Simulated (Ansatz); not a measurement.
The parent structure is VBiO4 (space group I4_1/a, No. 88; a = 5.121 Å, c = 11.621 Å). Axes: x, y, z lie along a, b, c of the conventional cell.

Structures relaxed with r2SCAN in Ansatz (plane waves to 500 eV, PAW, no SOC).

Base:

Simulated powder pattern, Cu Kα1, λ = 1.54056 Å (kinematic, ideal powder, no thermal factors, no anomalous dispersion; the 14 strongest lines at most, above 2 %, up to 2θ = 90°):

```tsv
2θ (°)	I/Imax (%)	hkl
18.92	42	(101)
28.87	13	(103)
29.03	100	(112)
30.75	17	(004)
35.01	22	(200)
40.09	19	(121)
42.68	9.4	(105)
46.00	14	(213)
47.28	29	(204)
50.35	12	(220)
53.62	18	(116)
59.17	27	(312)
60.17	13	(224)
76.63	13	(136)
```

After one change:

Simulated powder pattern, Cu Kα1, λ = 1.54056 Å (kinematic, ideal powder, no thermal factors, no anomalous dispersion; the 14 strongest lines at most, above 2 %, up to 2θ = 90°):

| 2θ (°) | I/Imax (%) |
|---|---|
| 18.38 | 18 |
| 18.92 | 24 |
| 28.67 | 100 |
| 30.75 | 16 |
| 33.78 | 12 |
| 35.01 | 11 |
| 39.00 | 11 |
| 46.32 | 14 |
| 47.28 | 14 |
| 49.44 | 12 |
| 53.40 | 16 |
| 57.33 | 14 |
| 58.97 | 13 |
| 59.36 | 12 |

Question: Which change produced these results?
A) isotropic strain +5.16 %
B) isotropic strain +5.34 %
C) uniaxial strain ε_zz = +4.00 %
D) uniaxial strain ε_xx = +3.53 %

Answer: D, uniaxial strain ε_xx = +3.53 %. Its volume per atom is 13.15 Å³ against 12.70 Å³, and its space group is C2/c (No. 15).

Stability against distortions was not tested. Seeded moments were not kept for the base. All final runs are without spin polarisation.

Ansatz is a quantum-chemistry and plane-wave program.
